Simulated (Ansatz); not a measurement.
Start from TaN in the rock salt structure (space group Fm-3m, No. 225; a = 4.376 Å; relaxed with 0.1 eV smearing). Axes: x, y, z lie along the cube axes.

Computed with PBEsol (Ansatz, a program for electronic structure, PAW, scalar-relativistic without spin-orbit coupling).

The change: uniaxial strain ε_yy = −1.22 %, all other strain components held at zero, atoms relaxed at fixed cell.

Task: Predict the stress tensor and what it implies for the stiffness.

Result: Stress of the strained cell less that of the base (GPa, compression positive):
```
    1.7     0.0     0.0
    0.0    10.5     0.0
    0.0     0.0     1.7
```

Then −Δσ_ii/ε with ε = -0.0122 gives secant stiffness values (nonlinear terms included at this strain): C22 ≈ 858 GPa, C12 ≈ 140 GPa and C23 ≈ 140 GPa.

As a check, the harmonic strain energy −½ V₀ Δσ:ε is 4.2 meV/atom; the computed energy rise is 4.1 meV/atom.

Stability against distortions was not tested. All final runs are without spin polarisation. This is not the structure that TaN has at room temperature and ambient pressure.
